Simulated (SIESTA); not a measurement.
Band structure of Co2As (P-6m2, 3 atoms in the cell).

```
CELL_PARAMETERS angstrom
      3.84943     0.00000     0.00000
     -1.92471     3.33370     0.00000
      0.00000     0.00000     2.71385
ATOMIC_POSITIONS crystal
  Co 0.66667 0.33333 0.00000
  Co 0.33333 0.66667 0.50000
  As 0.00000 0.00000 0.50000
```
Moments meant for the start (each program seeds them in its own way; μB, in the order of the atoms Co Co As): 3.0 3.0 0.0.

Method: SIESTA 5.4.2 with GGA PBEsol, numerical atomic orbitals DZP, PseudoDojo PBEsol standard norm-conserving potentials (rewritten from UPF to PSML).

Settings: XC.functional = GGA; XC.authors = PBEsol; potentials = PseudoDojo PBEsol standard; PAO.BasisSize = DZP; PAO.EnergyShift = 0.01 Ry; MeshCutoff = 400 Ry; kgrid.MonkhorstPack = 7 7 8; OccupationFunction = FD; ElectronicTemperature = 0.1 eV; Spin = polarized; DM.InitSpin = [1 +3.00, 2 +3.00, 3 +0.00]; MaxSCFIterations = 150; SCF.Mixer.Method = Pulay; SCF.Mixer.Weight = 0.1.

The starting cell comes from a database of computed structures (which also holds hypothetical and non-ambient phases and stackings), without a prior relaxation at this level. Its lattice was rescaled by a random factor within 2.5 % of one. The magnetic order is the one reached from the typed start; others were not searched systematically. Values carry the incompleteness of an atom-centred basis.

Levels in eV from the Fermi level, bands 22 to 27 of the first spin channel:
```
point     22     23     24     25     26    27
-----  -----  -----  -----  -----  -----  ----
Γ      -1.91  -0.74  -0.74   1.37   2.53  2.53
M      -2.10  -1.36  -1.03  -0.94  -0.56  3.11
K      -1.70  -1.55  -1.29  -0.90  -0.49  5.73
A      -0.70  -0.70  -0.58  -0.25   2.59  2.59
L      -2.09  -1.42  -0.84  -0.72   0.62  1.73
H      -2.20  -0.84  -0.81  -0.16   0.21  0.30
```

Bands cross the Fermi level along this path, so the cell is metallic at this level.

Higher empty bands are left out: an atom-centred basis made for the valence describes them poorly.

The net moment of the cell came out as 1.57 μB.
